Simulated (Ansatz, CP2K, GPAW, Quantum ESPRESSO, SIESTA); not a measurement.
# MgZnCu (P1, 6 atoms in the cell) computed with different codes at matched settings

Self-consistent single point, at a second geometry (atoms moved at random). First geometry:

```
CELL_PARAMETERS angstrom
     -2.53499     2.56596     3.58238
      2.53499    -2.56596     3.58238
      2.53499     2.56596    -3.58238
ATOMIC_POSITIONS crystal
  Mg 0.12315 0.87315 0.25000
  Mg 0.87685 0.12685 0.75000
  Zn 0.50000 0.50000 0.50000
  Zn 0.50000 0.00000 0.00000
  Cu 0.50000 0.50000 0.00000
  Cu 0.00000 0.50000 0.50000
```

Second geometry:
```
MgZnCu
1.0
   -2.53499     2.56596     3.58238
    2.53499    -2.56596     3.58238
    2.53499     2.56596    -3.58238
Mg Zn Cu
2 2 2
Direct
  0.11699   0.88386   0.25645
  0.87732   0.11513   0.74021
  0.50230   0.51042   0.49623
  0.48933   0.99059   0.98427
  0.50593   0.51013   0.01834
  0.00813   0.48988   0.50450
```

Shared settings, as Ansatz (an electronic-structure program) writes them: kpoints.mp_grid.grid = 5 5 5; scf.occupations.method = fermi_dirac; scf.occupations.width = 0.0073 Ry. Potentials and cutoffs stand in the table.

```csv
code,model,ΔF from the first geometry (meV/atom),pressure (GPa),largest force (eV/Å),cutoff
Ansatz,"LDA (PW92), PAW files made with PBE",8.7,-7.87,0.374,default
CP2K,"LDA (Pade form), GPW, DZVP-MOLOPT-SR-GTH basis, GTH-PADE potentials (GTH_POTENTIALS)",9.3,-6.05,–,grid 1000 Ry
GPAW,"LDA (Perdew-Wang 92), GPAW PAW datasets LDA (gpaw-data 1.0.1)",8.7,-7.84,0.373,850 eV
Quantum ESPRESSO,"LDA (PZ), GBRV 1.5 ultrasoft (LDA) pseudopotentials",8.7,-8.37,0.377,50 Ry
SIESTA,"LDA PW92, numerical atomic orbitals DZP, PseudoDojo LDA standard norm-conserving potentials (rewritten from UPF to PSML)",10.5,-8.10,0.422,grid 400 Ry
```

Size of the force on each atom (eV/Å): Sizes of forces hide their directions.

```tsv
code	Mg1	Mg2	Zn3	Zn4	Cu5	Cu6
Ansatz	0.224	0.251	0.355	0.374	0.338	0.231
GPAW	0.225	0.251	0.355	0.373	0.337	0.234
Quantum ESPRESSO	0.224	0.252	0.357	0.377	0.341	0.233
SIESTA	0.331	0.364	0.393	0.422	0.372	0.241
```

A dash marks a value that a program does not give, or that is left out as unsure.

On Ansatz's run: spin polarisation is off.

The spread over the programs that give each value: ΔF from the first geometry within 1.8 meV/atom; pressure within 2.32 GPa; largest force within 0.049 eV/Å.

CP2K and SIESTA use small atom-centred bases, whose incompleteness enters pressures, forces and empty levels differently from a plane-wave cutoff. Ansatz's pressure is given at a fixed set of plane waves, as the other plane-wave codes print theirs; with its correction for the finite basis it is -7.83 GPa. The same LDA comes in different parametrisations, which differ slightly. In the pressure, CP2K (by 1.82) lies more than 1 GPa from the median of the plane-wave programs. In the force vectors, SIESTA (by 0.122) lies more than 0.08 eV/Å from the median of the plane-wave programs.

The starting cell comes from a database of computed structures (which also holds hypothetical and non-ambient phases and stackings), without a prior relaxation at this level. Its lattice was rescaled by a random factor within 2.5 % of one. For this run, on top of that: atoms moved at random.

Left out of this page: FLEUR (with a known weakness of the program).

Keys are those of Ansatz 0.2.
